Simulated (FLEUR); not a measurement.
**Equation of state of fcc Al (space group 225): energy against volume (FLEUR, PBE)**

```
CELL_PARAMETERS angstrom
      0.00000     1.98899     1.98899
      1.98899     0.00000     1.98899
      1.98899     1.98899     0.00000
ATOMIC_POSITIONS crystal
  Al 0.00000 0.00000 0.00000
```

Computed with PBE, all-electron FLAPW (FLEUR), scalar-relativistic valence run with FLEUR. Settings: Kmax = 5.13 1/bohr; GmaxXC = 25.6 1/bohr; xcFunctional = pbe; jspins = 1; l_soc = F; mode = hist; fermiSmearingEnergy = 0.00183747 Htr; mesh (inpgen div1-3) = 25 25 25; inpgen gamma flag = false; Gmax = 25.6 1/bohr; numbands = 0; maxIterBroyd = 15; imix = Anderson; alpha = 0.05; precondParam = 0; minDistance = 1e-05 me/bohr^3. The cell above is the first row's. The rows scale it uniformly. In all rows the k mesh is held. E is the free energy at the stated smearing, counted from the lowest row.

```
V (Å^3/atom)  E (meV/atom)
------------  ------------
15.737                   ?
16.079                2.55
16.422                0.00
16.764                0.99
17.106                5.14
17.448               12.08
17.790               21.48
18.132               33.05
18.474               46.53
```

Fit E of the 8 rows that show it with the third-order Birch-Murnaghan form, a cubic in V^(-2/3). With u = V^(-2/3) - 0.150, the rows have u = 0.006974, 0.004780, 0.002668, 0.000626, -0.001348, -0.003260, -0.005111, -0.006904. Least squares gives E = 7.037 - 3248.97·u + 365812·u² + 1130992·u³. Residuals (row less fit): -0.004, 0.011, -0.004, -0.007, 0.001, 0.003, 0.003, -0.002; standard error 0.008 (degrees of freedom: 4). Its minimum lies at u = 0.004353, so V0 = (0.154353)^(-3/2) = 16.49. There d²E/du² = 761200 and d³E/du³ = 6786000, so B0 = (4/9) × 16.49^(-7/3) × 761200 × 0.160218 = 78.3 GPa (the last factor turns the table's units into GPa), and B0' = 4 + (2/3) × 0.154353 × (6786000)/761200 = 4.9.

Estimate the missing E (V = 15.737); what did the run itself give?

u = 0.009240, so E = 7.037 - 3248.97 × 0.009240 + 365812 × 0.009240² + 1130992 × 0.009240³ = 9.141 meV/atom. The calculation gives 9.09 meV/atom, 0.051 meV/atom below the prediction (0.1 % of the range of E in the table). The row lies outside the fitted rows, so this is an extrapolation. From the scatter of the fitted rows alone, a prediction at this place has a standard error of 0.022 meV/atom, so the miss is 2.3 times that.

Carrying the step between the two nearest rows on in a straight line would have given 5.09, off by 4.00; series whose last step already gives the withheld value aren't shown. The scan was laid around a cell of about the measured size, scaled by a guess for this functional. Values depend on the basis (sphere radii, cutoffs, local orbitals), which need not be converged. Cutoffs and mesh are single choices, not tested for convergence of this quantity. Series with a scatter that would blur these digits, or in which a gap closes, are not shown. Nor are scans whose minimum lies at an end fitted in this form.
